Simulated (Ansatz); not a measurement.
Dopant-vacancy pairs in fcc Al: the barrier for the dopant to change places with the neighbouring vacancy. Level of theory: PBE, PAW (plane waves to 420 eV; Ansatz, an electronic-structure program). Climbing-image NEB, static nuclei, no finite-size correction; this step alone does not carry the dopant far.

```json
[
 {"Dopant": "Ag, pair charge 0", "Hop (Å)": "2.67", "Neighbours at the saddle": "4 Al at 2.61, Al at 3.12, Al at 3.13, 2 Al at 3.15 Å", "Cell": "32 sites, 5×5×5 shifted, single points at the geometries of a band on a coarser mesh", "Barrier (eV)": "0.43"},
 {"Dopant": "In, pair charge 0", "Hop (Å)": "2.33", "Neighbours at the saddle": "4 Al at 2.72, 3 Al at 3.19, Al at 3.20 Å", "Cell": "32 sites, 5×5×5 shifted, single points at the geometries of a band on a coarser mesh", "Barrier (eV)": "0.24"},
 {"Dopant": "Mg, pair charge 0", "Hop (Å)": "2.61", "Neighbours at the saddle": "4 Al at 2.71, 4 Al at 3.15 Å", "Cell": "32 sites, 5×5×5 shifted, single points at the geometries of a band on a coarser mesh", "Barrier (eV)": "___"},
 {"Dopant": "Pd, pair charge 0", "Hop (Å)": "3.07", "Neighbours at the saddle": "2 Al at 2.48, 2 Al at 2.64, 2 Al at 2.70 Å", "Cell": "32 sites, 5×5×5 shifted, single points at the geometries of a band on a coarser mesh", "Barrier (eV)": "0.82"},
 {"Dopant": "Pt, pair charge 0", "Hop (Å)": "3.11", "Neighbours at the saddle": "2 Al at 2.46, 2 Al at 2.57, 2 Al at 2.63 Å", "Cell": "32 sites, 5×5×5 shifted, single points at the geometries of a band on a coarser mesh", "Barrier (eV)": "0.87"},
 {"Dopant": "Rh, pair charge 0", "Hop (Å)": "3.21", "Neighbours at the saddle": "2 Al at 2.43, 2 Al at 2.51, 2 Al at 2.64 Å", "Cell": "32 sites, 5×5×5 shifted, single points at the geometries of a band on a coarser mesh", "Barrier (eV)": "1.20"}
]
```

Question: Some entries are withheld; supply them.

Answer: 
- Mg, pair charge 0, Barrier (eV): 0.45
